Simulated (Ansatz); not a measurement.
Gap of a one-dimensional CsCl body, 8 atoms a period at several levels, all on one geometry.

```
CELL_PARAMETERS angstrom
     14.50000     0.00000     0.00000
      0.00000    14.50000     0.00000
      0.00000     0.00000     6.78428
ATOMIC_POSITIONS crystal
  Cs 0.38125 0.38125 0.00000
  Cl 0.38468 0.38468 0.50000
  Cl 0.38468 0.61532 0.00000
  Cs 0.38125 0.61875 0.50000
  Cl 0.61532 0.38468 0.00000
  Cs 0.61875 0.38125 0.50000
  Cs 0.61875 0.61875 0.00000
  Cl 0.61532 0.61532 0.50000
```

Levels: PBE (plane waves to 420 eV, PAW; Ansatz, a quantum-chemistry and plane-wave program); PBE with spin-orbit coupling (Ansatz); r2SCAN (plane waves to 500 eV, PAW; Ansatz); HSE06 (Ansatz). Unmarked values and the geometry are of the first. Mesh 1×1×46. No spin polarisation. Isolated but for its images some 11 Å away. A hypothetical model. It keeps the symmetry and period of its start, so it need not be a minimum against all distortions. HSE06 ran on a 1×1×3 mesh and at PBE's edge points.

```json
[
 {"level": "PBE", "gap (eV)": "4.53"},
 {"level": "PBE+SOC", "gap (eV)": "4.51"},
 {"level": "r2SCAN", "gap (eV)": "5.31"},
 {"level": "HSE06", "gap (eV)": "?"}
]
```

**Question.** Some entries are withheld; supply them.

**Answer.** 
- HSE06, gap (eV): 5.62
